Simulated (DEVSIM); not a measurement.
**abrupt CdTe p-n junction**

Device: abrupt CdTe p-n junction, at 300 K.

```csv
layer (left to right),material,thickness (μm),Nd (cm⁻³),Na (cm⁻³),τn (s),τp (s)
1,CdTe,0.160,-,2.8e15,1.1e-8,1.1e-8
2,CdTe,10.0,4.2e14,-,1.1e-8,1.1e-8
```

Left contact: ohmic. Right contact: ohmic. Voltage is applied to the left contact. Recombination: SRH at mid-gap, Auger. Mobility is μmin + (μ − μmin)/(1 + (N/Nref)^α).

The device is made up for the run: typed textbook-type constants, with dimensions and the other settings drawn at random. Values at 300 K.

```csv
parameter,CdTe
gap (eV),1.5
affinity (eV),4.28
permittivity,10.2
Nc (cm⁻³),8e17
Nv (cm⁻³),1.8e19
μn (cm²/Vs),1000
μp (cm²/Vs),80
"μn,min",100
"μp,min",10
"Nref,n",1e17
"Nref,p",1e17
αn,0.6
αp,0.6
Cn (cm⁶/s),1e-30
Cp (cm⁶/s),1e-30
```

Simulated with DEVSIM: 1D drift-diffusion, Boltzmann statistics, complete ionisation; no tunnelling, impact ionisation, image-force lowering or self-heating.

```json
{
  "potential_step_across_the_device_at_zero_bias": "1.078 V",
  "largest_field_in_the_device_at_zero_bias": "12000 V/cm",
  "Dark forward voltage at 1 A/cm²": "0.968 V",
  "Dark forward voltage at 100 A/cm²": "1.899 V"
}
```

Small-signal capacitance in reverse bias (quasi-static):

| V (V) | C (nF/cm²) |
|---|---|
| -0.2 | 4.83 |
| -0.5 | 4.34 |
| -1 | 3.79 |
| -1.5 | 3.41 |
| -2 | 3.12 |
| -3 | 2.72 |
| -4 | 2.44 |
| -5 | 2.23 |
| -6.5 | 2.00 |
| -8 | 1.82 |
| -10 | 1.65 |

Dark reverse current:

```json
[
 {"V (V)": "-0.20", "J (A/cm²)": "-1.8e-10"},
 {"V (V)": "-0.50", "J (A/cm²)": "-3.6e-10"},
 {"V (V)": "-1.00", "J (A/cm²)": "-6.2e-10"},
 {"V (V)": "-1.50", "J (A/cm²)": "-8.3e-10"},
 {"V (V)": "-2.00", "J (A/cm²)": "-1.0e-9"},
 {"V (V)": "-3.00", "J (A/cm²)": "-1.3e-9"},
 {"V (V)": "-4.00", "J (A/cm²)": "-1.6e-9"},
 {"V (V)": "-5.00", "J (A/cm²)": "-1.9e-9"},
 {"V (V)": "-6.50", "J (A/cm²)": "-2.2e-9"},
 {"V (V)": "-8.00", "J (A/cm²)": "-2.5e-9"},
 {"V (V)": "-10.00", "J (A/cm²)": "-2.9e-9"}
]
```
